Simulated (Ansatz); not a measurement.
Input and output of a self-consistent single point for BaTiO₃ (P4mm, 5 atoms in the cell) (Ansatz, an electronic-structure program).

Method: PBE (plane waves, PAW; Ansatz).

```xyz
5
Lattice="4.0120 0.0000 0.0000 0.0000 4.0120 0.0000 0.0000 0.0000 4.0120" Properties=species:S:1:pos:R:3 pbc="T T T"
Ba     0.0000     0.0000     0.0500
Ti     2.0060     2.0060     2.0060
O      2.0060     0.0000     2.0060
O      0.0000     2.0060     2.0060
O      2.0060     2.0060     0.0000
```

Reference input (self-consistent single point, DFT, PBE, plane waves, default PAW files): basis.ecutwfc = 30.9 Ry; kpoints.mp_grid.grid = 6 6 6; hamiltonian.xc = pbe; hamiltonian.pseudopotentials = {kind: paw} (the program's default PAW files); scf.occupations.method = fermi_dirac; scf.occupations.width = 0.0007 Ry. This run's input differs from it in these lines:

Ansatz 0.2 input:
```diff
@@ -15,3 +15,3 @@
 kpoints:
-  mp_grid: { grid: [6, 6, 6] }
+  mp_grid: { grid: [6, 6, 6], shift: [0.5, 0.5, 0.5] }
 hamiltonian:
```

Output, abridged:

```
SCF iter   1: F=—  HF=-10159.559791 eV  |F-HF|=—  |Δ(HF+E_count)|=         —  Δρ=1.59e-3  dr2=9.04e-4  ethr=1.77e-3  ⟨swp⟩=6.5  Hψ=2280  notcnv=0
all-band conjugate gradients solve this SCF's bands
preconditioner: auto → Resta (q_TF=auto, 2.519 Å⁻¹)
SCF iter   2: F=—  HF=-10159.560047 eV  |F-HF|=—  |Δ(HF+E_count)|=   2.56e-4  Δρ=7.62e-4  dr2=2.17e-4  ethr=2.26e-6  ⟨swp⟩=2.1  Hψ=1022  notcnv=0  defer=17
SCF iter   3: F=—  HF=-10159.560170 eV  |F-HF|=—  |Δ(HF+E_count)|=   1.23e-4  Δρ=1.15e-4  dr2=1.46e-5  ethr=5.43e-7  ⟨swp⟩=2.1  Hψ=639  notcnv=0  defer=18
SCF iter   4: F=—  HF=-10159.559412 eV  |F-HF|=—  |Δ(HF+E_count)|=   7.58e-4  Δρ=6.24e-5  dr2=3.48e-6  ethr=3.64e-8  ⟨swp⟩=2.0  Hψ=843  notcnv=0  defer=18
SCF iter   5: F=—  HF=-10159.559412 eV  |F-HF|=—  |Δ(HF+E_count)|=   3.03e-7  Δρ=2.43e-5  dr2=2.14e-7  ethr=8.69e-9  ⟨swp⟩=2.7  Hψ=771  notcnv=0  defer=18
SCF iter   6: F=-10159.559412 eV  HF=-10159.559412 eV  |F-HF|=4.90e-9  |Δ(HF+E_count)|=   2.09e-8  Δρ=7.05e-6  dr2=1.91e-8  ethr=2.50e-10  ⟨swp⟩=8.2  Hψ=2063  notcnv=0
SCF 1 converged in 6 iterations: F = -10159.559412 eV  dr2 = 1.91e-8
Free energy (F): -10159.559412 eV
Internal energy: -10159.559412 eV  (E = F + TS)
E sigma→0 (E₀):  -10159.559412 eV
Fermi energy:    11.177045 eV
--- Forces (eV/Å), atoms counted from 1 ---
  atom   1  Ba    -0.00000000     0.00000000    -0.28929728
  atom   2  Ti     0.00000000     0.00000000     0.16365753
  atom   3  O      0.00000000     0.00000000     0.03069094
  atom   4  O      0.00000000     0.00000000     0.03069094
  atom   5  O     -0.00000000     0.00000000     0.06425938
--- Stress (GPa, compression-positive) ---
        0.974831       0.000000      -0.000000
        0.000000       0.974831       0.000000
       -0.000000       0.000000       0.943742
  P = ⅓ Tr σ = 0.9645 GPa (9.645 kbar)
  The stress holds the Pulay correction. Without it, at fixed plane waves, as pw.x and ABINIT print it: P = 0.4334 GPa
```

The run converged in 6 iterations. Against the reference run the free energy is nearly the same (within 1 meV/atom), the pressure hardly changes (0.97 to 0.96 GPa), the largest force stays at 0.289 eV/Å and the gap on the mesh goes from 1.793 to 2.117 eV.

The starting cell has typed, rounded lattice constants, without a prior relaxation at this level. Its lattice was rescaled by up to half a per cent. One atom was moved a little off its site on purpose. Ansatz's pressure includes its estimate of the finite-basis (Pulay) stress. Without the estimate this run gives 0.43 GPa. Another mesh or the band path of this cell gives a smaller gap, so this value is not converged in the mesh.
